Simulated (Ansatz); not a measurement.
Start from Os in the hcp (Mg type) structure (space group P6_3/mmc, No. 194; a = 2.7543 Å, c = 4.3474 Å; relaxed with 0.1 eV smearing). Axes: x lies along a and z along c of the hexagonal cell.

Method: Kohn–Sham DFT with the PBE functional, run in Ansatz (a quantum-chemistry and plane-wave program) with PAW and 420 eV plane waves, spin-orbit coupling left out.

Before the change:

- Volume per atom = 14.28 Å³
- Pressure = 0.0 GPa

The change: tensile biaxial strain of 0.43 % in the plane normal to [001], as in epitaxy on a mismatched substrate; the out-of-plane cell vector and the atoms relax.

What does the calculation give for the volume per atom after the change?

The volume per atom increases by 0.09 Å³ (14.28 Å³ → 14.37 Å³).

What does the calculation give for the pressure after the change?

The pressure (mean of the normal stresses, compression positive) goes from zero to -2.3 GPa.

Stability against distortions was not tested. The final runs are not spin-polarised.
